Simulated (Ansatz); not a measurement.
**A computed series for Cs: element substitutions**

The parent structure is Cs in the bcc (W type) structure (space group Im-3m, No. 229; a = 6.275 Å).

Each row replaces one element on all its sites; cell and atoms are relaxed.

The values are results of r2SCAN/PAW in Ansatz (an electronic-structure program), no spin-orbit coupling, earlier PAW set, not measurements.

Candidates:
(a) Cs → Rb
(b) Cs → K
(c) Cs → Li
(d) Cs → La

Base values:

The lattice parameter a comes out as 6.275 Å.

**Question.** Order them by lattice parameter a, lowest first.

**Answer.** (c) Cs → Li (3.476 Å), (d) Cs → La (4.245 Å), (b) Cs → K (5.353 Å), (a) Cs → Rb (5.743 Å)

No phonon test of stability was made. For La in this form, whether it has been made was not checked. All final runs are without spin polarisation. This is not the structure that La has at room temperature and ambient pressure.
